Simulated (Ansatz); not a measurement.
The reference is ZnS in the wurtzite structure (space group P6_3mc, No. 186).

```yaml
crystal:
  lattice:
    - [3.84528, 0.00000, 0.00000]
    - [-1.92264, 3.33011, 0.00000]
    - [0.00000, 0.00000, 6.30521]
  atoms:
    - { symbol: Zn, position: [0.33333, 0.66667, 0.00023] }
    - { symbol: Zn, position: [0.66667, 0.33333, 0.50023] }
    - { symbol: S, position: [0.33333, 0.66667, 0.37477] }
    - { symbol: S, position: [0.66667, 0.33333, 0.87477] }
```

Level of theory: PBE (Ansatz, a program for electronic structure; PAW; 420 eV plane waves; no spin-orbit coupling).

Before the change:

| Property | Result |
|---|---|
| Electron mass | 0.16 mₑ along c, 0.18 mₑ across (at Γ) |

One thing is altered: the cell is scaled by 1.0180 in all directions; the atoms relax in the strained cell.

Q: What happens to the mean gap deformation potential ΔEg/Δln V and electron mass?

A: The mean gap deformation potential ΔEg/Δln V is -4.3 eV; the electron mass becomes 0.15 mₑ along c, 0.17 mₑ across (at Γ) (base: 0.16 mₑ along c, 0.18 mₑ across (at Γ)).

Masses are band curvatures over ±0.01 Å⁻¹ around the edge. No phonon test of stability was made.
